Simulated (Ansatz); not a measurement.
ZnSe (F-43m), PBEsol with spin-orbit coupling, rigid bands run with Ansatz (a quantum-chemistry and plane-wave program): N_c = 7.42e17 cm⁻³ at 300 K and an electron conductivity mass of 0.100 mₑ.

Problem. For 1e16 electrons per cm³ at 300 K, place the Fermi level, estimate the Seebeck coefficient of a parabolic band with constant τ, and give mobility and conductivity for τ = 5 fs.

Solution. The level lies k_BT ln(N_c/n) = 0.111 eV below the conduction-band minimum. S ≈ −(k_B/e)[ln(N_c/n) + 5/2] = -587 μV/K, against -584 μV/K from the full bands (mean over directions). μ = eτ/m = 87.9 cm²/(V·s) and σ = neμ = 0.141 S/cm. τ is assumed, not computed.

Band transport and this doping are assumed; polarons and phonon drag are left out.
